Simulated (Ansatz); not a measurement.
**Refining one setting for MgS (P6_3mc, 4 atoms in the cell)**

```yaml
crystal:
  lattice:
    - [4.03462, 0.00000, 0.00000]
    - [-2.01731, 3.49408, 0.00000]
    - [0.00000, 0.00000, 6.43229]
  atoms:
    - { symbol: Mg, position: [0.66667, 0.33333, 0.49575] }
    - { symbol: Mg, position: [0.33333, 0.66667, 0.99575] }
    - { symbol: S, position: [0.33333, 0.66667, 0.37924] }
    - { symbol: S, position: [0.66667, 0.33333, 0.87924] }
```

Level of theory: PBE0 (plane waves, PAW; Ansatz, an electronic-structure program).

The starting cell comes from a database of computed structures (which also holds hypothetical and non-ambient phases and stackings), without a prior relaxation at this level. Ansatz's pressure includes its estimate of the finite-basis (Pulay) stress.

Held fixed: basis.ecutwfc = 420 eV; hamiltonian.xc = pbe0; hamiltonian.pseudopotentials = {kind: paw}, with the files named one by one; scf.occupations.method = gaussian; scf.occupations.width = 0.01 eV.

ΔF is the free energy per atom less that of the last row (6 6 4).

The series runs over kpoints.mp_grid.grid = 3 3 2; 4 4 2; 4 4 3; 5 5 3; 6 6 4.

From which setting on does the pressure stay within 0.05 GPa of the last one?

From kpoints.mp_grid.grid = 4 4 2 on; the one before it is off by 0.20 GPa. The value it settles on is -0.02 GPa at this level of theory and with the other settings as held.

```
kpoints.mp_grid.grid  ΔF (meV/atom)  pressure (GPa)  largest force (eV/Å)  gap on the mesh (eV)  k-points  iterations
--------------------  -------------  --------------  --------------------  --------------------  --------  ----------
3 3 2                          18.1            0.17                 0.042                 5.207         6          14
4 4 2                           2.6            0.00                 0.050                 5.199         8          14
4 4 3                           2.5            0.01                 0.049                 5.189         8          13
5 5 3                          0.41           -0.02                 0.051                 5.185        10          14
6 6 4                          0.00           -0.02                 0.051                 5.181        21          14
```

The gap is read on the k-point mesh of the run and can differ from the gap over the whole zone at this level.

Keys are those of Ansatz 0.2.
